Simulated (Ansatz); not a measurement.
# CsPbBr3, pressure series

Take CsPbBr3 in the cubic perovskite structure (space group Pm-3m, No. 221; a = 6.0028 Å) as the base.

Cell and atoms are relaxed at each pressure.

Calculations: PBE (Ansatz, a first-principles code; PAW; 420 eV plane waves; no SOC).

Problem. Only one of these has no band gap. Which?
A) pressure −1 GPa
B) pressure 45 GPa
C) pressure 4.2 GPa

Solution. B, pressure 45 GPa. Computed: pressure 45 GPa: zero; pressure 4.2 GPa: 1.11 eV; pressure −1 GPa: 1.97 eV

A case with no gap was solved on a k-mesh chosen for an insulator, which is coarse for it. Spin-orbit coupling, missing from the scalar runs, can matter with Pb. Load acts through the strain it causes; cell and atoms are relaxed under it. Whether these cells are dynamically stable was not tested. Competing high-pressure phases were not computed. All final runs are without spin polarisation. Many cubic perovskites are stable only at high temperature; tilts and polar distortions were not tested. This is not the structure that CsPbBr3 has at room temperature and ambient pressure. A zero or small gap of CsPbBr3 under pressure 45 GPa can be the functional's error rather than a property of the material.
